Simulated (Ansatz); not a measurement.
Structures of equal composition on the (100) surface of rock-salt TiN: Ta on all Ti sites of the second plane; Ta on all Ti sites of the top plane. The slabs share one bottom face, and each structure is named by its start. These are constructed structures in small cells; real faces may alloy, dewet or reconstruct in larger ones, and not all known structures of the face are among them. Slabs of about 13 Å, Fermi-Dirac smearing of 0.1 eV. Bottom of the slabs: a bare face, its two planes held. Relaxed from the named starts with such symmetry as they have, on meshes of like density; energies extrapolated to zero smearing; spin only where a row says so; no spin-orbit coupling, no U. Brackets mark spin-polarised runs, whose order is one that fits the cell.

Computed with PBE (plane waves to 420 eV, PAW; Ansatz, a program for electronic structure).

Order them by energy per 1x1 cell (lowest first) at the level PBE.

Ta on all Ti sites of the top plane (0.000 eV), Ta on all Ti sites of the second plane (0.302 eV)
